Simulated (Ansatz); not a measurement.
Take PbI₂ in the 2H-MoS2 type structure (space group P6_3/mmc, No. 194; a = 4.3977 Å, c = 14.8453 Å; a hypothetical phase, not in the database extracts checked) as the base.

It is then changed as follows: a free-standing slab of 1 layer (3 atoms, 3 a layer) is cut normal to the stacking axis, with 15 Å of vacuum and the in-plane cell relaxed.

Method: PBE-D3(BJ) (Ansatz, a program for electronic structure; PAW; 420 eV plane waves; spin-orbit coupling left out), earlier PAW set.

Problem. Give the band edges at the high-symmetry points of the new zone, measured from its valence-band maximum.

Solution. 
```tsv
point	valence edge (eV)	conduction edge (eV)
Γ	-0.19	3.15
M	-0.55	2.67
K	-0.38	2.45
```

The gap is 2.45 eV, indirect, K–Γ (67 % along) → K.

Spin-orbit coupling, missing from the scalar runs, can matter with I and Pb. Stability against distortions was not tested. Labels are those of the standard path for the cell's own space group.
